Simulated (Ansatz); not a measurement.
The starting structures come from a database of crystals and need not be the phases stable at ambient conditions.

The decay constant κ of evanescent states in the gap governs leakage through a thin film.

Consider the following.

```yaml
crystal:
  lattice:
    - [5.56401, 0.00000, 0.00000]
    - [2.78200, 8.60838, -0.08211]
    - [2.78200, -0.87388, 2.64119]
  atoms:
    - { symbol: Bi, position: [0.15494, 0.84506, 0.34506] }
    - { symbol: Bi, position: [0.34506, 0.15494, 0.65494] }
    - { symbol: Br, position: [0.84515, 0.65485, 0.15485] }
    - { symbol: Br, position: [0.65485, 0.34515, 0.84515] }
    - { symbol: O, position: [0.00000, 0.00000, 0.00000] }
    - { symbol: O, position: [0.50000, 0.00000, 0.00000] }
```

Space group of this cell: P4/nmm. The cell was relaxed by PBE-D3(BJ).

Transport runs along the normal of the first two printed cell vectors, the (111) plane of the conventional cell.

The gap is the functional's own. No spin-orbit coupling. Mid-gap values are interpolated on the energy grid.

Question: Predict the band gap and the smallest decay constant κ at mid-gap from r2SCAN in Ansatz (a first-principles code).

Answer: Gap 2.56 eV on a 12×12×12 mesh; κ = 0.253 1/Å, at (0.000, 0.250) of the in-plane reciprocal vectors. At the zone centre, at the nearest computed energy, the slowest state has κ = 0.27 1/Å.
